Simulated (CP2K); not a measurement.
A self-consistent single point of Ti (P1, 3 atoms in the cell) with CP2K.

Method of the run: LDA (Pade form), GPW, DZVP-MOLOPT-SR-GTH basis, GTH-PADE potentials (GTH_POTENTIALS) in CP2K 2026.2.

```
Ti
1.0
    4.56737     0.00000     0.00000
   -2.28369     3.95546     0.00000
    0.00000     0.00000     2.82624
Ti
3
Direct
  0.00179   0.00843   0.02665
  0.31972   0.65167   0.49430
  0.67849   0.33990   0.47906
```

Reference input (self-consistent single point, DFT PBEsol, GPW, DZVP-MOLOPT-SR-GTH basis, GTH-PBE potentials (GTH_POTENTIALS)): CUTOFF = 600 Ry; REL_CUTOFF = 60 Ry; SMEAR/METHOD = FERMI_DIRAC; ELECTRONIC_TEMPERATURE = 1578.21 K; KPOINTS/SCHEME = MONKHORST-PACK 5 5 7; XC_FUNCTIONAL = PBE:PBESOL; Ti/BASIS_SET = DZVP-MOLOPT-SR-GTH; Ti/POTENTIAL = GTH-PBE-q12; METHOD = GPW; EPS_DEFAULT = 1e-10; NGRIDS = 5; SCF_GUESS = ATOMIC. This run's input differs from it in these lines:

```diff
@@ -43,6 +43,3 @@
     &XC
-      &XC_FUNCTIONAL
-        &PBE
-          PARAMETRIZATION PBESOL
-        &END PBE
+      &XC_FUNCTIONAL PADE
       &END XC_FUNCTIONAL
@@ -79,3 +76,3 @@
       BASIS_SET DZVP-MOLOPT-SR-GTH
-      POTENTIAL GTH-PBE-q12
+      POTENTIAL GTH-PADE-q12
     &END KIND
```

Output (repeated stretches shortened):

```
 SCF WAVEFUNCTION OPTIMIZATION

  Step     Update method      Time    Convergence         Total energy    Change
     1 NoMix/Diag. 0.20E+00      -     1.63559922      -175.6132756261 -1.76E+02
     2 Broy./Diag. 0.20E+00      -     0.04753398      -176.6401157439 -1.03E+00
     3 Broy./Diag. 0.20E+00      -     0.03137155      -175.9684989233  6.72E-01
     4 Broy./Diag. 0.20E+00      -     0.03281500      -175.0477107743  9.21E-01
     5 Broy./Diag. 0.20E+00      -     0.02117445      -174.4111042406  6.37E-01
     6 Broy./Diag. 0.20E+00      -     0.02814209      -174.4898892593 -7.88E-02
   [... 4 lines left out ...]
    11 Broy./Diag. 0.20E+00      -     0.00043324      -174.5347575100  8.83E-04
    12 Broy./Diag. 0.20E+00      -     0.00004024      -174.5342643648  4.93E-04
    13 Broy./Diag. 0.20E+00      -     0.00003906      -174.5341969398  6.74E-05
    14 Broy./Diag. 0.20E+00      -     0.00000081      -174.5342400541 -4.31E-05
  *** SCF run converged in    14 steps ***

  Overlap energy of the core charge distribution:               0.00000000000000
  Self energy of the core charge distribution:               -320.69723696398785
  Core Hamiltonian energy:                                     81.45355727703375
  Hartree energy:                                              86.31038058887503
  Exchange-correlation energy:                                -21.59289772094384
  Electronic entropic energy:                                  -0.00804323413713
  Fermi energy:                                                 0.39432959827508

  Total energy:                                              -174.53424005413592
  Total energy (extrapolated to T->0):                       -174.53021843706736

   [... lines left out ...]

 STRESS| Analytical stress tensor [bar]
 STRESS|                        x                   y                   z
 STRESS|      x       -7.01071145001E+04   2.19544874671E+02  -1.09320872971E+03
 STRESS|      y        2.19544874671E+02  -6.73035011324E+04   2.27974784405E+03
 STRESS|      z       -1.09320872971E+03   2.27974784405E+03  -6.67376043094E+04
 STRESS| 1/3 Trace                                            -6.80494066473E+04
```

The run converged in 14 iterations. Against the reference run the pressure goes from -1.98 to -6.80 GPa and the largest force goes from 0.611 to 0.553 eV/Å.

The starting cell comes from a database of computed structures (which also holds hypothetical and non-ambient phases and stackings), without a prior relaxation at this level. Its atoms were displaced at random from the sites of space group no. 191. Spin polarisation is off. Values carry the incompleteness of an atom-centred basis. With a pressure of about -7 GPa the cell is away from its equilibrium volume at this level.

Cost on one core of a shared machine: roughly 80 s.
